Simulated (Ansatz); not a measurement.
Consider CsPbBr$_{3}$ in the cubic perovskite structure (space group Pm-3m, No. 221; a = 5.872 Å).

Method: PBEsol (Ansatz, a quantum-chemistry and plane-wave program, PAW, scalar-relativistic without spin-orbit coupling).

For the base:

| Item | Result |
|---|---|
| Valley order | R along ⟨111⟩ 1.43 eV; Γ 2.88 eV |
| Lattice parameter a | 5.872 Å |
| Width of the top valence band | 2.07 eV |
| Hole mass | 0.13 mₑ (at R) |

Perturbation: cell and atoms relaxed at a pressure of 7 GPa.

Estimate the effect on the valley order, lattice parameter a, width of the top valence band and hole mass.

The valley order (the lowest conduction-band minima on the path, energy above the VBM, named in the base's zone) becomes R along ⟨111⟩ 0.35 eV; Γ 1.65 eV (base: R along ⟨111⟩ 1.43 eV; Γ 2.88 eV); the lattice parameter a decreases by 0.3816 Å, from 5.872 Å to 5.491 Å; the width of the top valence band grows by 1.57 eV, from 2.07 eV to 3.64 eV; the hole mass becomes 0.032 mₑ (at R) (base: 0.13 mₑ (at R)).

Spin-orbit coupling, missing from the scalar runs, can matter with Pb. The levels and masses belong to the bands next to the band gap. Load acts through the strain it causes; cell and atoms are relaxed under it. Masses are band curvatures over ±0.01 Å⁻¹ around the edge. No phonon test of stability was made. No other phases were tried under pressure. Many cubic perovskites are stable only at high temperature; tilts and polar distortions were not tested. This is not the structure that CsPbBr3 has at room temperature and ambient pressure.
